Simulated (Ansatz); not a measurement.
Consider GaAs in the wurtzite structure (space group P6_3mc, No. 186; a = 3.9877 Å, c = 6.5760 Å; a cell from a computed database, its experimental status unchecked). Axes: x lies along a and z along c of the hexagonal cell.

One thing is altered: uniaxial stress, 3 GPa compression along z, with the cell and atoms free to relax against it.

Levels (all Ansatz, a program for electronic structure, PAW): PBEsol (420 eV, spin-orbit coupling left out); r2SCAN (500 eV, without spin-orbit coupling); HSE06 (420 eV, no spin-orbit coupling).

One geometry, relaxed with PBEsol, under each level:

| level | band gap | lowest conduction level above the VBM at special points | electron mass | pressure |
|---|---|---|---|---|
| PBEsol | 0.46 eV | Γ 0.46 eV; M 1.13 eV; A 1.29 eV; L 1.31 eV | 1.0 mₑ along z, 0.088 mₑ across (at Γ) | 1.00 GPa |
| r2SCAN | [?] | [?] | [?] | [?] |
| HSE06 | 1.25 eV | Γ 1.25 eV; M 1.85 eV; A 2.14 eV | – | – |

Question: Give the withheld r2SCAN results.

Answer: 
- r2SCAN, band gap: 0.90 eV
- r2SCAN, lowest conduction level above the VBM at special points: Γ 0.90 eV; M 1.51 eV; A 1.74 eV; L 1.70 eV
- r2SCAN, electron mass: 1.0 mₑ along z, 0.10 mₑ across (at Γ)
- r2SCAN, pressure: 1.41 GPa

Single points use the geometry relaxed with PBEsol. Their cutoffs differ, which shifts pressures a little. Load acts through the strain it causes; cell and atoms are relaxed under it. Masses are band curvatures over ±0.01 Å⁻¹ around the edge. Beyond what the load breaks, stability against distortions was not tested. This is not the structure that GaAs has at room temperature and ambient pressure.
